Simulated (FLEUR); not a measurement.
**Short convergence ladders for CuAu (P4mm, 2 atoms in the cell)**

```
CELL_PARAMETERS angstrom
      2.81400     0.00000     0.00000
      0.00000     2.81400     0.00000
      0.00000     0.00000     3.68835
ATOMIC_POSITIONS crystal
  Cu 0.00000 0.00000 0.01356
  Au 0.50000 0.50000 0.50000
```

Base method: FLEUR with PBEsol, all-electron FLAPW (FLEUR), scalar-relativistic valence.

Base settings: Kmax = 4.2 1/bohr; GmaxXC = 16.8 1/bohr; xcFunctional = PBEs; jspins = 1; l_soc = F; mode = hist; fermiSmearingEnergy = 0.00367493 Htr; mesh (inpgen div1-3) = 5 5 4; inpgen gamma flag = true; Gmax = 16.8 1/bohr.

Core times come from one kind of shared machine, to one figure; runs under 30 s give none.

**Shifted k-point meshes**

In this ladder: kpt_gamma = false.

Only quantities that move along the ladder and can be compared are tabulated.

| kpt_div | free energy less the last step's (meV/atom) | largest difference of a force vector from the last step's (eV/Å) | core time / last (rough) |
|---|---|---|---|
| 2 2 2 | -985.44 | 0.049 | – |
| 8 8 6 | -2.93 | 0.004 | 0.1 |
| 12 12 10 | -0.63 | 0.000 | 0.4 |
| 18 18 14 | 0.00 | 0.000 | 1 |

Coarsest kpt_div that holds the free energy within 2 meV/atom of the last step, with all finer ones: 12 12 10, at about 0.4 of the last step's time; the step before is off by 2.9 meV/atom.

Coarsest kpt_div that holds the forces within 0.005 eV/Å of the last step, with all finer ones: 8 8 6, at about 0.1 of the last step's time; the step before is off by 0.049 eV/Å.

**The k-point mesh at a smearing width of 0.05 eV**

In this ladder: fermiSmearingEnergy = 0.00183747 Htr. Moved along: kpt_gamma.

The second cell is the first with its lattice scaled by 0.98.

Only quantities that move along the ladder and can be compared are tabulated.

```csv
kpt_div,free energy less the last step's (meV/atom),energy of the compressed cell less the first (meV/atom),core time / last (rough)
4 4 3,98.31,11.49,–
6 6 5,19.10,5.90,0.1
9 9 7,-7.28,5.03,0.2
13 13 10,0.29,5.50,0.4
15 15 12,0.00,5.25,1
```

Coarsest kpt_div that holds the energy of the compressed cell less the first within 2 meV/atom of the last step, with all finer ones: 6 6 5, at about 0.1 of the last step's time; the step before is off by 6.2 meV/atom.

Coarsest kpt_div that holds the free energy within 5 meV/atom of the last step, with all finer ones: 13 13 10, at about 0.4 of the last step's time; the step before is off by 7.3 meV/atom.

The energy difference between the two cells stays within 1 meV/atom of the last step's from 6 6 5 on, the total only from 13 13 10 on: much of the error is common to both cells and cancels.

**The mesh under tetrahedron occupations**

In this ladder: mode = tetra; fermiSmearingEnergy = 0.0001 Htr.

Only quantities that move along the ladder and can be compared are tabulated.

```tsv
kpt_div	free energy less the last step's (meV/atom)	largest difference of a force vector from the last step's (eV/Å)
5 5 4	91.70	0.066
7 7 6	49.36	0.020
11 11 9	20.63	0.001
14 14 11	18.21	0.001
22 22 17	0.00	0.000
```

Coarsest kpt_div that holds the forces within 0.01 eV/Å of the last step, with all finer ones: 11 11 9; the step before is off by 0.020 eV/Å.

Coarsest kpt_div that holds the free energy within 5 meV/atom: not settled: the last two steps still differ by 18 meV/atom, over half the tolerance, so the ladder does not show it.

On the base run: the starting cell has typed, rounded lattice constants, without a prior relaxation at this level. Its lattice was rescaled by up to half a per cent. One atom was moved a little off its site on purpose. Spin polarisation is off. Values depend on the basis (sphere radii, cutoffs, local orbitals), which need not be converged.
